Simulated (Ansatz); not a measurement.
Be5Pt: response to strain

The reference is Be5Pt (space group F-43m, No. 216; a = 5.9399 Å; a cell from a computed database, its experimental status unchecked). Axes: x, y, z lie along the cube axes.

Strains are applied to the cell and any free atomic positions relax; under biaxial strain the out-of-plane vector relaxes too.

All numbers come from Ansatz (an electronic-structure program), PBEsol, PAW, cutoff 420 eV, no spin-orbit coupling.

Notes on the quantities. energy relative to the base: free energy F.

| variant | smallest direct gap | gap character | pressure | energy relative to the base | shortest interatomic distance |
|---|---|---|---|---|---|
| base | 0.76 eV | indirect, K–Γ (67 % along) → W | 0.01 GPa | 0 meV/atom | 3.955 bohr |
| biaxial strain −0.37 %, plane normal [111], relaxed out of plane | 0.77 eV | indirect, k = (0, 0.143, 0.143) in the run's primitive reciprocal basis → H₀ | 1.10 GPa | +0.3 meV/atom | 3.940 bohr |
| isotropic strain −3.15 % | [?] | indirect, K–Γ (67 % along) → W | [?] | [?] | 3.825 bohr |
| isotropic strain +3.32 % | – | – | -14.0 GPa | +43 meV/atom | 4.093 bohr |
| uniaxial strain ε_yy = −3.44 % | 0.62 eV | indirect, k = (0, 0.143, -0.143) in the run's primitive reciprocal basis → G–M (17 % along) | 6.71 GPa | +14 meV/atom | 3.882 bohr |

Problem. Some entries are withheld; estimate them.

Solution. 
- isotropic strain −3.15 %, smallest direct gap: 0.88 eV
- isotropic strain −3.15 %, pressure: 20.16 GPa
- isotropic strain −3.15 %, energy relative to the base: +47 meV/atom

Spin-orbit coupling, missing from the scalar runs, can matter with Pt. Whether these cells are dynamically stable was not tested. All final runs are without spin polarisation. k-point labels follow each cell's own Brillouin zone.
